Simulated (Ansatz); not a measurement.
Functionals compared on a constructed model of the (100) surface of fcc Pd, a pseudomorphic layer of Au in the host's stacking (bottom of the slab: a bare face, its two planes held), in Ansatz (plane waves, PAW). The structure was relaxed with PBE; the other rows are single points on it. Cutoff 420 eV (500 eV for r2SCAN).

Slab: 7 atoms, 11.9 Å thick at the start; k 13x13x1, smearing 0.1 eV, dipole-corrected; 2 atoms held, the rest relaxed; held to the start's symmetry, so lower structures may exist; no spin, no spin-orbit, no U. It is one candidate, not shown to be the stable structure of the face. These notes are the PBE run's.

```json
[
 {"functional": "PBE", "work function of the top face (eV)": "5.23", "rough cost of the single point": "–"},
 {"functional": "RPBE", "work function of the top face (eV)": "___", "rough cost of the single point": "about 50 core-seconds (a rough figure)"},
 {"functional": "r2SCAN", "work function of the top face (eV)": "5.25", "rough cost of the single point": "about 2.0 core-minutes (a rough figure)"}
]
```

Q: Some entries are withheld; supply them.

A: 
- RPBE, work function of the top face (eV): 5.04

Ansatz is an electronic-structure program.
